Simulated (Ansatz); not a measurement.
## monolayer SnO: band-edge transport data

```yaml
crystal:
  lattice:
    - [3.81027, 0.00000, 0.00000]
    - [0.00000, 3.81027, 0.00000]
    - [0.00000, 0.00000, 18.22537]
  atoms:
    - { symbol: Sn, position: [0.50000, 0.00000, 0.56515] }
    - { symbol: Sn, position: [0.00000, 0.50000, 0.43485] }
    - { symbol: O, position: [0.00000, 0.00000, 0.50000] }
    - { symbol: O, position: [0.50000, 0.50000, 0.50000] }
```

The numbers are results of PBE, rigid bands (plane waves, PAW, scalar-relativistic; Ansatz, an electronic-structure program), not measurements. Condition of this run: biaxial strain -1 %. Geometry: cell and atoms relaxed with PBE, then loaded as said.

The band gap is 3.05 eV and the electron conductivity mass (300 K, dilute) comes out as 1.05 mₑ. The hole conductivity mass (300 K, dilute) comes out as 6.0 mₑ and the effective density of states N_c (300 K) is 4.5e13 cm⁻². The effective density of states N_v (300 K) is 2.9e14 cm⁻² and the Seebeck coefficient, n-type 1.8e12 cm⁻², 300 K is -453 μV/K. The Seebeck coefficient, p-type 1.8e12 cm⁻², 300 K is 581 μV/K.

Rigid bands; masses and Seebeck coefficients take one relaxation time τ for all states and one kind of carrier; polarons and phonon drag are left out. Spin-orbit coupling is left out; where it splits the top of the valence band, N_v and the p-type Seebeck coefficient come out somewhat high without it.
